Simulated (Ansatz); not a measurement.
Take ZnS in the zinc blende structure (space group F-43m, No. 216; a = 5.3567 Å) as the base.

Computed with Ansatz (a quantum-chemistry and plane-wave program), PBEsol, PAW, cutoff 420 eV, no spin-orbit coupling.

For the base:

- Shortest interatomic distance: 2.320 Å
- Electron mass: 0.17 mₑ (at Γ)
- Width of the top valence band: 2.86 eV
- Density: 4.21 g/cm³

The change: a hydrostatic pressure of 60 GPa.

### Question
Predict the new shortest interatomic distance, electron mass, width of the top valence band and density.

### Answer
The shortest interatomic distance shrinks by 0.2554 Å (2.320 Å → 2.064 Å); the electron mass goes from 0.17 mₑ (at Γ) to 1.4 mₑ along k, 0.29 mₑ across (at X); the width of the top valence band increases by 1.65 eV (2.86 eV → 4.51 eV); the density grows by 1.765 g/cm³ (4.21 g/cm³ → 5.98 g/cm³).

The levels and masses belong to the bands next to the band gap. Load acts through the strain it causes; cell and atoms are relaxed under it. Masses are band curvatures over ±0.01 Å⁻¹ around the edge. Along k means along the line from Γ to the band edge. Stability against distortions was not tested. Measured, ZnS leaves this structure (for rock salt) near 14.7 GPa (temperature not stated; as listed in Datta, Sujoy, Jana, Debnarayan, arXiv (2020)), on rising pressure, with hysteresis.
